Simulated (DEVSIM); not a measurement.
Device: abrupt In0.53Ga0.47As p-n junction, at 300 K.

```csv
layer (left to right),material,thickness (μm),Nd (cm⁻³),Na (cm⁻³),τn (s),τp (s)
1,In0.53Ga0.47As,0.110,-,7e16,1.7e-8,1.7e-8
2,In0.53Ga0.47As,70.0,1.1e14,-,1.7e-8,1.7e-8
```

Left contact: ohmic. Right contact: ohmic. Voltage is applied to the left contact. Recombination: SRH at mid-gap, Auger. Mobility is μmin + (μ − μmin)/(1 + (N/Nref)^α).

The device is made up for the run: typed textbook-type constants, with dimensions and the other settings drawn at random. Values at 300 K.

| parameter | In0.53Ga0.47As |
|---|---|
| gap (eV) | 0.74 |
| affinity (eV) | 4.51 |
| permittivity | 13.9 |
| Nc (cm⁻³) | 2.1e17 |
| Nv (cm⁻³) | 7.7e18 |
| μn (cm²/Vs) | 12000 |
| μp (cm²/Vs) | 300 |
| μn,min | 300 |
| μp,min | 10 |
| Nref,n | 1.3e17 |
| Nref,p | 4.9e17 |
| αn | 0.48 |
| αp | 0.4 |
| Cn (cm⁶/s) | 5e-29 |
| Cp (cm⁶/s) | 5e-29 |

Model (solved in DEVSIM): 1D drift-diffusion, Boltzmann statistics, complete ionisation; no tunnelling, impact ionisation, image-force lowering or self-heating.

Problem. Give the dark reverse current.

Solution. 
```csv
V (V),J (A/cm²)
-0.40,-0.00064
-1.00,-0.0011
-2.00,-0.0016
-3.00,-0.0021
-4.00,-0.0024
-6.00,-0.0030
-8.00,-0.0035
-10.00,-0.0040
-13.00,-0.0046
-16.00,-0.0051
-20.00,-0.0058
```
